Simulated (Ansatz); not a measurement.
Structures of equal composition on the (111)A surface of zinc-blende ZnSe (Zn plane on top): 2x2 Se adatom at H3; 2x2 Se adatom at T1; 2x2 Se adatom at T4. The slabs share one bottom face, and each structure is named by its start. These are constructed structures in small cells; real faces may alloy, dewet or reconstruct in larger ones, and not all known structures of the face are among them. Slabs of about 14 Å with all that they carry, Fermi-Dirac smearing of 0.025 eV. Bottom of the slabs: H caps. Relaxed from the named starts with such symmetry as they have, on meshes of like density; energies extrapolated to zero smearing; no spin-orbit coupling, no U. Spin-polarised runs, if any, are marked in brackets, and their order is one that fits the cell; the others ran without spin.

Host crystal: zinc-blende ZnSe, with a band gap (PBE, scalar-relativistic without spin-orbit coupling).

All values below come from PBE (plane waves to 420 eV, PAW; Ansatz, a first-principles code).

Q: Rank these by energy per 1x1 cell (lowest first), as PBE gives it.

A: 2x2 Se adatom at H3 (0.000 eV, gap 1.22 eV on the mesh), 2x2 Se adatom at T4 (0.040 eV (1 Se–Se bonds broke), gap 0.99 eV on the mesh), 2x2 Se adatom at T1 (0.358 eV, no gap over 0.04 eV on the mesh)
